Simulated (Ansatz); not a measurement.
Consider HfO₂ (space group P2_1/c, No. 14; a = 5.0958 Å, b = 5.1768 Å, c = 5.2711 Å, α = 90.00°, β = 99.62°, γ = 90.00°).

Level of theory: PBEsol (Ansatz, a first-principles code, PAW, scalar-relativistic without spin-orbit coupling).

Before the change:

| Item | Value |
|---|---|
| Volume per atom | 11.42 Å³ |
| Band gap | 3.97 eV |
| Smallest direct gap | 4.07 eV |

The change: a hydrostatic pressure of 4.5 GPa.

Problem. Predict the new volume per atom, band gap and smallest direct gap.

Solution. The volume per atom shrinks by 0.29 Å³ (11.42 Å³ → 11.13 Å³); the band gap grows by 0.13 eV to 4.10 eV; the smallest direct gap grows by 0.148 eV (4.07 eV → 4.21 eV).

Spin-orbit coupling, missing from the scalar runs, can matter with Hf. Load acts through the strain it causes; cell and atoms are relaxed under it. Whether these cells are dynamically stable was not tested.
